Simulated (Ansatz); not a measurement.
Consider a periodic stack without vacuum, hcp Zr (1 0 0) on wurtzite ZnO (1 0 0) (film strained to the substrate, started from cuts of the bulks and a machine-learned relaxation; slabs Zn10O10 and Zr8, which can lie off the formulas): substrate slab Zn10O10, film Zr8, surface cells [[0, 1], [-1, 0]] and [[0, 1], [-1, 0]], film strained by +1.5 and +2.4 %, outermost planes OZn/OZn and Zr/Zr as cut, which need not be the usual terminations and can put a slab off its formula. Its start:

```
CELL_PARAMETERS angstrom
      5.29368     0.00000     0.09799
     -0.00010     3.27949     0.00321
      1.41321     0.56654    25.54728
ATOMIC_POSITIONS crystal
  Zn 0.51634 0.44870 0.02431
  Zn 0.03967 0.21048 0.09885
  O  0.99553 0.11879 0.02226
  O  0.41546 0.25087 0.09965
  Zn 0.52540 0.74115 0.13588
  Zn 0.99488 0.70948 0.21019
  O  0.90426 0.70512 0.13506
  O  0.37335 0.71963 0.21001
  Zn 0.47994 0.21236 0.24734
  Zn 0.95149 0.19423 0.32188
  O  0.85927 0.20339 0.24714
  O  0.33080 0.19635 0.32134
  Zn 0.43854 0.68946 0.35882
  Zn 0.91188 0.67587 0.43400
  O  0.81769 0.68764 0.35918
  O  0.29074 0.67634 0.43269
  Zn 0.39886 0.16956 0.46993
  Zn 0.84845 0.15693 0.54702
  O  0.77500 0.16935 0.47063
  O  0.23805 0.15676 0.54175
  Zr 0.80042 0.64058 0.64375
  Zr 0.32412 0.14429 0.61509
  Zr 0.70341 0.12024 0.73748
  Zr 0.20963 0.62884 0.73671
  Zr 0.59411 0.59845 0.83412
  Zr 0.09590 0.14021 0.85232
  Zr 0.55826 0.01356 0.93087
  Zr 0.03371 0.61982 0.97091
```

The start was prepared with a machine-learned potential, and the result is one local minimum, with the in-plane cell held and forces under 0.04 eV/Å; the film can end far from its bulk form.

These are PBE (plane waves to 420 eV, PAW; Ansatz, a first-principles code) values and carry that method's errors. Scalar-relativistic, without spin–orbit coupling; the runs are not spin-polarised; PBE gaps are too small against experiment. Its k-point mesh 6×9×1, Fermi–Dirac width 0.05 eV.

Question: Predict the relaxed interface.

Answer: 
* **interface area**: 17.4 Å²
* **period**: 25.77 Å
* **heights between the nearest atoms of the two slabs at the two interfaces**: 1.40 and 0.76 Å
* **Zn–Zr contacts across the interfaces within 1.22 times the sum of covalent radii**: 13, mean 3.21 Å
* **O–Zr contacts across the interfaces within 1.22 times the sum of covalent radii**: 3, mean 1.99 Å
